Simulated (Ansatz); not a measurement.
Start from ZrC in the rock salt structure (space group Fm-3m, No. 225; a = 4.669 Å; relaxed with 0.1 eV smearing). Axes: x, y, z lie along the cube axes.

Level of theory: Ansatz (a program for electronic structure), PBEsol, PAW, cutoff 420 eV, scalar-relativistic without spin-orbit coupling.

Before the change:

Pressure: 0.0 GPa

Perturbation: biaxial strain −1.50 %, plane normal [001], relaxed out of plane (Cartesian); in-plane vectors clamped, the third vector and the atoms free.

Question: What does the calculation give for the pressure after the change?

Answer: The pressure (mean of the normal stresses, compression positive) goes from zero to 6.1 GPa.

Stability against distortions was not tested. The final runs are not spin-polarised.
